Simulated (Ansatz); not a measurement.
Given:

```yaml
crystal:
  lattice:
    - [2.98388, 0.00000, 0.00000]
    - [1.49194, 2.58411, 0.00000]
    - [0.00000, 0.00000, 4.59876]
  atoms:
    - { symbol: Ti, position: [0.66667, 0.66667, 0.75000] }
    - { symbol: Ti, position: [0.33333, 0.33333, 0.25000] }
```

No spin polarisation.

Computed with Kohn–Sham DFT with the PBE functional, run in Ansatz (an electronic-structure program) with PAW and 420 eV plane waves, no spin-orbit coupling. Settings: 23×23×13 k-points, 0.1 eV Fermi–Dirac smearing.

Question: Estimate the mean in-plane stress (compression positive).

Answer: -2.8 GPa.

Question: Predict the band gap.

Answer: Zero.

The cells carry an imposed strain or load. Stability against distortions was not tested. The final runs are not spin-polarised. The cell was made from Ti in the hcp (Mg type) structure (space group P6_3/mmc, No. 194) by this change: biaxial strain +1.50 %, plane normal [001], relaxed out of plane.
